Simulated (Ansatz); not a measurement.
N on the O site (N_O) in wurtzite ZnO: one set of geometries, relaxed with PBE, evaluated in Ansatz (PAW, plane waves to 420 eV, 500 eV under r2SCAN) with PBE, r2SCAN.

Set-up: 96-site cell; 2×2×2 shifted k-points; start: the O site; charged states image-corrected; energies good to tenths of an eV; flagged in the runs: a host whose relaxation on this sampling wasn't shown to rest.

```tsv
quantity	PBE	r2SCAN
host gap (eV)	0.74	1.17
ε(+1/0) above the VBM (eV)	not bound	not settled
ε(0/−1) above the VBM (eV)	0.44	0.63
neutral formation energy against N2 molecule in a box, O2 molecule in a box (eV)	4.60	4.76
largest moment on one atom at charge 0 (μB)	0.32	0.42
```

PBE narrows the gap by 0.43 eV against r2SCAN, the highest level run, and puts the level shown 0.19 eV lower above the valence-band maximum (from the rounded values).

"Not bound" means that the carrier spreads over host band states in this cell; a shallow level, bound over tens of ångströms, can't be resolved here.

Ansatz is a quantum-chemistry and plane-wave program.
